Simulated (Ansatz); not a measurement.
# NaI: pressure 1.5 GPa

Take NaI in the rock salt structure (space group Fm-3m, No. 225; a = 6.402 Å) as the base.

The change: a hydrostatic pressure of 1.5 GPa.

The values are results of PBEsol/PAW in Ansatz (a first-principles code), no spin-orbit coupling, not measurements. Γ-centred 9×9×9 mesh, Fermi–Dirac width 0.05 eV.

The density goes up by 0.29 g/cm³ (3.79 g/cm³ → 4.08 g/cm³) and the lattice parameter a drops by 0.1545 Å (6.402 Å → 6.248 Å). The shortest interatomic distance falls by 0.077 Å (3.201 Å → 3.124 Å) and the enthalpy H = E + PV relative to the base's energy comes out as +0.30 eV/atom. The band gap rises by 0.21 eV (3.60 eV → 3.81 eV) and the gap character remains direct at Γ. The mean gap deformation potential ΔEg/Δln V comes out as -2.9 eV and the width of the top valence band rises by 0.143 eV, from 1.00 eV to 1.15 eV. The electron mass goes from 0.26 mₑ (at Γ) to 0.25 mₑ (at Γ) and the hole mass (degenerate bands, along [100]) becomes 0.33, 1.4, 1.4 mₑ (at Γ) (base: 0.36, 1.5, 1.5 mₑ (at Γ)). The valley order (the lowest conduction-band minima on the path, energy above the VBM, named in the base's zone) goes from Γ 3.60 eV; X along ⟨100⟩ 4.47 eV; L along ⟨111⟩ 4.96 eV to Γ 3.81 eV; X along ⟨100⟩ 4.51 eV; L along ⟨111⟩ 4.97 eV.

Spin-orbit coupling, missing from the scalar runs, can matter with I. Load acts through the strain it causes; cell and atoms are relaxed under it. Effective masses come from finite differences of ±0.01 Å⁻¹. Stability against distortions was not tested.
